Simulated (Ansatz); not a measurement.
Consider HgTe in the zinc blende structure (space group F-43m, No. 216; a = 6.6507 Å).

Calculations: PBE (Ansatz, an electronic-structure program, PAW, no SOC), earlier PAW set.

Modification: S takes the place of Te on all its sites; the structure is relaxed again.

Measured lattice parameter a: HgTe 6.46 Å (room temperature; as listed in R. J. Cava et al., Journal of Materials Chemistry C (2013)); HgS 5.841 Å (room temperature; as listed in Cardona et al., arXiv (2009)).

Q: How well does PBE reproduce the measured shift?

A: With PBE the lattice parameter a moves by -0.659 Å (6.651 → 5.992) against -0.619 Å measured.

Whether these cells are dynamically stable was not tested. The final runs are not spin-polarised.
